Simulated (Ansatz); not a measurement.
The reference is BN in the zinc blende structure (space group F-43m, No. 216; a = 3.610 Å). Axes: x, y, z lie along the cube axes.

All numbers come from Ansatz (an electronic-structure program) r2SCAN, no spin-orbit coupling.

Strains are applied to the cell and any free atomic positions relax; under biaxial strain the out-of-plane vector relaxes too.

One change was made to it. Results:

The valence-band top at Γ (three highest levels, from the VBM) becomes 0.00, 0.00, -0.31 eV (base: 0.00, 0.00, 0.00 eV); the smallest direct gap stays essentially unchanged (9.59 eV against 9.58 eV); the shortest interatomic distance falls by 0.016 Å to 1.547 Å; the valley order (the lowest conduction-band minima on the path, energy above the VBM, named in the base's zone) changes from X along ⟨100⟩ 5.00 eV to X along [010] 4.77 eV; X along [001] 5.30 eV.

Question: Which of these changes matches the shifts?
A) biaxial strain −1.00 %, plane normal [001], relaxed out of plane
B) biaxial strain −3.00 %, plane normal [001], relaxed out of plane
C) biaxial strain −2.00 %, plane normal [001], relaxed out of plane
D) biaxial strain −0.50 %, plane normal [001], relaxed out of plane

Answer: C, biaxial strain −2.00 %, plane normal [001], relaxed out of plane. For comparison, the valley order in the other runs: biaxial strain −1.00 %, plane normal [001], relaxed out of plane gives X along [010] 4.89 eV; X along [001] 5.15 eV; biaxial strain −3.00 %, plane normal [001], relaxed out of plane gives X along [010] 4.65 eV; X along [001] 5.47 eV; biaxial strain −0.50 %, plane normal [001], relaxed out of plane gives X along [010] 4.95 eV; X along [001] 5.08 eV.

No phonon test of stability was made.
